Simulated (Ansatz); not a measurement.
# CuAu with two functionals, pressure 3 GPa

The parent structure is CuAu (space group P4/mmm, No. 123; a = 2.8815 Å, c = 3.6148 Å).

(Cell as relaxed with PBE.)

Levels (all Ansatz, a quantum-chemistry and plane-wave program, PAW): PBE (420 eV, spin-orbit coupling left out); r2SCAN (500 eV, no spin-orbit coupling).

Each level relaxes its own structure.

| base | PBE | r2SCAN |
|---|---|---|
| volume per atom | 15.01 Å³ | 14.53 Å³ |
| lattice parameter a | 2.882 Å | 2.861 Å |
| band gap | zero | zero |

Perturbation: a hydrostatic pressure of 3 GPa.

```csv
quantity,PBE,r2SCAN
shortest interatomic distance,2.704 Å,…
c/a ratio,1.251,…
```

**Question.** Predict the r2SCAN column.

**Answer.** 
- shortest interatomic distance, r2SCAN: 2.675 Å
- c/a ratio, r2SCAN: 1.239

PBE's shortest interatomic distance lies 0.029 Å above r2SCAN's (1.1 %); PBE's c/a ratio lies 0.0114 above r2SCAN's. Neither level is exact; r2SCAN is the comparison here, not a measurement.

Load acts through the strain it causes; cell and atoms are relaxed under it. No phonon test of stability was made. The final runs are not spin-polarised.
